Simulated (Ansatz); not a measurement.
Ansatz (a quantum-chemistry and plane-wave program) run on ZrRh3 (Pm-3m, 4 atoms in the cell): self-consistent single point.

Computed with LDA (PW92), PAW files made with PBE (plane waves; Ansatz).

The change in words: lattice scaled by 0.98. Reference geometry:
```yaml
crystal:
  lattice:
    - [3.93411, 0.00000, 0.00000]
    - [0.00000, 3.93411, 0.00000]
    - [0.00000, 0.00000, 3.93411]
  atoms:
    - { symbol: Zr, position: [0.00000, 0.00000, 0.00000] }
    - { symbol: Rh, position: [0.50000, 0.50000, 0.00000] }
    - { symbol: Rh, position: [0.00000, 0.50000, 0.50000] }
    - { symbol: Rh, position: [0.50000, 0.00000, 0.50000] }
```

Reference input (self-consistent single point, DFT, LDA (PW92), plane waves, PAW files made with PBE): kpoints.mp_grid.grid = 6 6 6; hamiltonian.xc = lda; hamiltonian.pseudopotentials = {kind: paw} (the program's default PAW files); scf.occupations.method = fermi_dirac; scf.occupations.width = 0.05 eV. This run's input differs from it in these lines:

```diff
@@ -2,5 +2,5 @@
   lattice:
-    - [3.93411000, 0.00000000, 0.00000000]
-    - [0.00000000, 3.93411000, 0.00000000]
-    - [0.00000000, 0.00000000, 3.93411000]
+    - [3.85542800, 0.00000000, 0.00000000]
+    - [0.00000000, 3.85542800, 0.00000000]
+    - [0.00000000, 0.00000000, 3.85542800]
   atoms:
```

Output (repeated stretches shortened):

```
SCF iter   1: F=—  HF=-22925.424081 eV  |F-HF|=—  |Δ(HF+E_count)|=         —  Δρ=2.53e-1  dr2=6.40e1  ethr=3.10e-3  ⟨swp⟩=5.7  Hψ=2561  notcnv=0
all-band conjugate gradients solve this SCF's bands
preconditioner: auto → Kerker (q_TF=auto, 2.772 Å⁻¹)
SCF iter   2: F=—  HF=-22918.740180 eV  |F-HF|=—  |Δ(HF+E_count)|=    6.68e0  Δρ=1.22e-1  dr2=1.70e1  ethr=3.10e-3  ⟨swp⟩=2.1  Hψ=1582  notcnv=0  defer=8
   [... lines left out ...]
SCF iter   5: F=—  HF=-22916.393862 eV  |F-HF|=—  |Δ(HF+E_count)|=   3.58e-3  Δρ=1.94e-3  dr2=3.46e-3  ethr=5.62e-5  ⟨swp⟩=2.5  Hψ=1259  notcnv=0  defer=18
SCF iter   6: F=—  HF=-22916.392783 eV  |F-HF|=—  |Δ(HF+E_count)|=   1.08e-3  Δρ=3.28e-4  dr2=6.95e-5  ethr=5.49e-6  ⟨swp⟩=2.0  Hψ=1042  notcnv=0  defer=18
SCF iter   7: F=—  HF=-22916.392762 eV  |F-HF|=—  |Δ(HF+E_count)|=   2.10e-5  Δρ=5.08e-5  dr2=1.68e-6  ethr=1.10e-7  ⟨swp⟩=2.0  Hψ=1195  notcnv=0  defer=18
SCF iter   8: F=-22916.392762 eV  HF=-22916.392762 eV  |F-HF|=3.27e-8  |Δ(HF+E_count)|=   1.67e-7  Δρ=1.01e-5  dr2=5.75e-8  ethr=1.59e-10  ⟨swp⟩=9.1  Hψ=3306  notcnv=0
SCF 1 converged in 8 iterations: F = -22916.392762 eV  dr2 = 5.75e-8
Free energy (F): -22916.392762 eV
Internal energy: -22916.367856 eV  (E = F + TS)
E sigma→0 (E₀):  -22916.380309 eV
Entropy (-TS):   -0.024906 eV (-6.226 meV/atom)
Fermi energy:    21.473445 eV
--- Forces (eV/Å), atoms counted from 1 ---
  atom   1  Zr     0.00000000     0.00000000     0.00000000
   [... zero for the other atoms too ...]
--- Stress (GPa, compression-positive) ---
        4.212541      -0.000000       0.000000
       -0.000000       4.212541       0.000000
        0.000000       0.000000       4.212541
  P = ⅓ Tr σ = 4.2125 GPa (42.125 kbar)
  The stress holds the Pulay correction. Without it, at fixed plane waves, as pw.x and ABINIT print it: P = 4.1449 GPa
```

The run converged in 8 iterations. Against the reference run the free energy drops by 19.2 meV/atom and the pressure goes from -10.23 to 4.21 GPa.

The starting cell comes from a database of computed structures (which also holds hypothetical and non-ambient phases and stackings), without a prior relaxation at this level. For this run, on top of that: lattice scaled by 0.98. Spin polarisation is off. With a pressure of about 4 GPa the cell is away from its equilibrium volume at this level. Ansatz's pressure includes its estimate of the finite-basis (Pulay) stress.

Keys are those of Ansatz 0.2.
